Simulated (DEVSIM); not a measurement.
Device: Schottky contact on n-type GaSb, at 250 K.

Layer 1 from the left is GaSb, thickness (μm) 0.550, Nd (cm⁻³) 6.3e15, τn (s) 2.7e-8, τp (s) 2.7e-8.

Left contact: Schottky, work function 4.64 eV, emission velocity 2.2e6 cm/s. Right contact: ohmic. Voltage is applied to the left contact. Recombination: SRH at mid-gap, radiative, Auger. Mobility is μmin + (μ − μmin)/(1 + (N/Nref)^α).

The device is made up for the run: typed textbook-type constants, with dimensions and the other settings drawn at random. Values at 300 K; Nc and Nv go as T^1.5, mobilities as T to minus their exponent, the gap by Varshni's rule with the affinity fixed.

GaSb: gap (eV) 0.726, affinity (eV) 4.06, permittivity 15.7, Nc (cm⁻³) 2.1e17, Nv (cm⁻³) 1.8e19, μn (cm²/Vs) 5000, μp (cm²/Vs) 850, μn,min 1000, μp,min 190, Nref,n 2.8e17, Nref,p 9e17, αn 1.05, αp 0.65, T exponent of μn 2, T exponent of μp 1.7, B (cm³/s) 1e-10, Cn (cm⁶/s) 5e-30, Cp (cm⁶/s) 5e-30, Varshni α (eV/K) 0.00042, Varshni β (K) 140.

DEVSIM, 1D drift-diffusion, Boltzmann statistics, complete ionisation; no tunnelling, impact ionisation, image-force lowering or self-heating. Metal contacts follow the ideal Schottky-Mott rule: no Fermi-level pinning, no interface dipoles.

Dark forward current:

```
|V| (V)  |J| (A/cm²)
-------  -----------
0.05        2.934e-6
0.10        2.310e-5
0.15       0.0001953
0.20        0.001808
0.25         0.01746
0.30          0.1715
0.35           1.693
0.40           16.62
0.45           156.8
0.50            1190
0.55            5196
```

Task: Work out the local ideality factor n = ΔV / (kT/q · ln(J2/J1)) between the rows 0.10 and 0.15 V, 0.30 and 0.35 V, 0.50 and 0.55 V.

Result: kT/q = 21.54 mV. From 0.10 to 0.15 V: ln(0.0001953/2.310e-5) = 2.135, n = 1.09, near the 1 of diffusion or emission over a barrier. From 0.30 to 0.35 V: ln(1.693/0.1715) = 2.290, n = 1.01, near the 1 of diffusion or emission over a barrier. From 0.50 to 0.55 V: ln(5196/1190) = 1.474, n = 1.57; the layers' resistance at their doping, Σ W/(qμN) = 7.7e-6 Ω cm², would take 31 mV of this step of 50 mV.

Task: Estimate the current at 0.30 V for emission alone, J0 = q v N_band exp(−φB/kT), and read the barrier back from the simulated current.

Result: φB = 0.580 eV, N_band = 1.60e17 cm⁻³, J0 = 1.14e-7 A/cm²; J = J0 (exp(qV/kT) − 1) = 0.127 A/cm². The simulation gives 0.172 A/cm²; the estimate lies 26 % below. Read backwards, the simulated current gives an apparent barrier of 0.574 eV. The estimate leaves out transport through the depletion region and minority injection.
